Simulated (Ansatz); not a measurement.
The starting structures come from a database of crystals and need not be the phases stable at ambient conditions.

Given:

```
HfO2
1.0
    4.81353     0.00000     0.00000
    0.00000     4.81353     0.00000
    0.00000     0.00000     3.20542
Hf O
2 4
Direct
  0.00000   0.00000   0.00000
  0.50000   0.50000   0.50000
  0.80504   0.19496   0.50000
  0.19496   0.80504   0.50000
  0.30504   0.30504   0.00000
  0.69496   0.69496   0.00000
```

Space group of this cell: P4_2/mnm, rutile. The cell is taken as given; by r2SCAN its mean pressure is 3.6 GPa.

The numbers are results of r2SCAN (plane waves, PAW; Ansatz, a first-principles code), not measurements.

The current runs along the normal of the first two printed vectors; no spin-orbit coupling. Scaled by the factor s: both lengths across the current (ions clamped). Meshes 6×6×10 and 6×6 across the current in all rows.

```json
[
 {"s": "0.98", "mean pressure (GPa)": "13.6", "band gap (eV)": "4.76"},
 {"s": "1.00", "mean pressure (GPa)": "3.6", "band gap (eV)": "4.59"},
 {"s": "1.02", "mean pressure (GPa)": "-4.7", "band gap (eV)": "?"}
]
```

Take the slope of the band gap against ln s from the two given rows, extrapolate to s = 1.02, and say what the run there gives.

Slope = (4.76 − 4.59) / ln 0.98 = -8.41 eV. The line gives 4.59 + (-8.41) × ln 1.02 = 4.42 eV. The run gives 4.42 eV, as the line does.
